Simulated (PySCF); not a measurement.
PySCF 2.14.0, PBE0/def2-svp, df: B(Me)(NMe2)(PH2) (CB(P)N(C)C), 17 atoms. The geometry is a generated start, not checked to be a minimum at this level.

| Item | Result |
|---|---|
| task | energy |
| method | pbe0 |
| basis | def2-svp |
| two-electron scheme | density fitting |
| mol.max_memory | 3000 MB |
| mf.max_cycle | 100 |
| mf.init_guess | minao (default) |
| mf.conv_tol | 1e-09 (default) |
| mf.grids.level | 3 (default) |
| basis functions | 143 |
| grid points | 197376 |

```xyz
17

B      0.2374     0.5522    -0.4275
C      1.4945     0.3319    -1.3735
H      1.8652    -0.6883    -1.4327
H      2.3181     0.9481    -1.0088
H      1.2954     0.6645    -2.3918
N     -0.2156    -0.3762     0.4954
C     -1.2666    -0.1093     1.4541
C      0.2913    -1.7219     0.6601
H     -2.1538    -0.7126     1.2363
H     -0.9219    -0.3550     2.4619
H     -1.5410     0.9450     1.4275
H      0.8485    -1.8109     1.5993
H     -0.5421    -2.4319     0.6871
H      0.9473    -1.9898    -0.1638
P     -0.6247     2.2879    -0.4939
H     -1.8428     1.8273    -0.9694
H     -0.1892     2.6391    -1.7603
```

With the defaults (mf.diis = true, mf.diis_damp = 0, mf.diis_space = 8, mf.level_shift = 0, mf.damp = 0, mf.diis_start_cycle = 1, mf.DIIS = CDIIS, newton = off) it converges in 12 Fock builds. One run each on 2 threads, 1 BLAS thread, with these changes:
- mf.DIIS = EDIIS
- newton = Hessian by the SCF's own integrals
- mf.diis_damp = 0.3
- mf.level_shift = 1 Hartree
- mf.diis_space = 3
- mf.diis_space = 12
- mf.diis_space = 20
- mf.diis = false
- mf.diis = false, mf.damp = 0.7, mf.diis_start_cycle = 999

### Question
Which runs fail or end elsewhere than the default run?

### Answer
No convergence: mf.diis = false (the run ends without SCF convergence in 100 cycles). The rest reach the solution of the defaults.

| setting | Fock builds | end |
|---|---|---|
| mf.diis_damp = 0.3 | 11 | same solution |
| the defaults | 12 | same solution |
| mf.diis_space = 12 | 12 | same solution |
| mf.diis_space = 20 | 12 | same solution |
| mf.diis_space = 3 | 16 | same solution |
| newton = Hessian by the SCF's own integrals | 20 | same solution |
| mf.diis = false, mf.damp = 0.7, mf.diis_start_cycle = 999 | 28 | same solution |
| mf.level_shift = 1 Hartree | 35 | same solution |
| mf.DIIS = EDIIS | 76 | same solution |
| mf.diis = false | 101 | no convergence |

Under newton the count holds the products with the orbital Hessian.
